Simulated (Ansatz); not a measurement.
The reference is TeO2 in the fluorite structure (space group Fm-3m, No. 225; a = 5.3234 Å; a hypothetical phase, not in the database extracts checked).

Perturbation: a hydrostatic pressure of 45 GPa.

Levels (all Ansatz, an electronic-structure program, PAW, earlier PAW set): PBEsol (420 eV, scalar-relativistic without spin-orbit coupling); PBEsol+SOC (420 eV, with spin-orbit coupling).

The geometry is relaxed with PBEsol.

- PBEsol lowest conduction level above the VBM at special points = Γ 1.31 eV; X 1.70 eV; K 3.60 eV; U 3.60 eV
- PBEsol electron mass = 0.57 mₑ along k, 0.27 mₑ across (off the special points)
- PBEsol pressure = 45.00 GPa

**Question.** Predict the lowest conduction level above the VBM at special points, electron mass and pressure from PBEsol+SOC.

**Answer.** The lowest conduction level above the VBM at special points goes from Γ 1.31 eV; X 1.70 eV; K 3.60 eV; U 3.60 eV to Γ 0.74 eV; X 1.63 eV; K 3.48 eV; U 3.48 eV; the electron mass goes from 0.57 mₑ along k, 0.27 mₑ across (off the special points) to 0.62 mₑ along k, 0.28 mₑ across (off the special points); the pressure grows by 0.25 GPa to 45.25 GPa.

Single points use the geometry relaxed with PBEsol. The spin-orbit shifts are approximate. With Te present, leaving out spin-orbit coupling can change the band edges. The levels and masses belong to the bands next to the band gap. Load acts through the strain it causes; cell and atoms are relaxed under it. Masses are band curvatures over ±0.01 Å⁻¹ around the edge. Along k means along the line from Γ to the band edge. No phonon test of stability was made. Competing high-pressure phases were not computed.
